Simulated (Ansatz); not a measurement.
We consider YCo5 (P6/mmm, No. 191), described by r²SCAN+rVV10 (Ansatz, an electronic-structure program, plane waves, PAW).

Settings: plane-wave cutoff 560 eV, 12×12×14 k mesh (along the axes of the cell as run), Fermi–Dirac smearing 0.05 eV, spin-polarised with parallel moments, scalar-relativistic PAW data made under PBE.

Computed at the level's own relaxed cell.

Q: Give the computed lattice parameter a and lattice parameter c.

A: 
- lattice parameter a: 4.927 Å
- lattice parameter c: 3.887 Å

The run finds no gap.

Note: the magnetic order was assumed, not searched for or taken from measurement; the relaxation could not lower the start's symmetry, so the cell can be a saddle point above a distorted one.

The computed numbers hold no vibrational or temperature effects.

The result took very roughly 50 core-minutes.
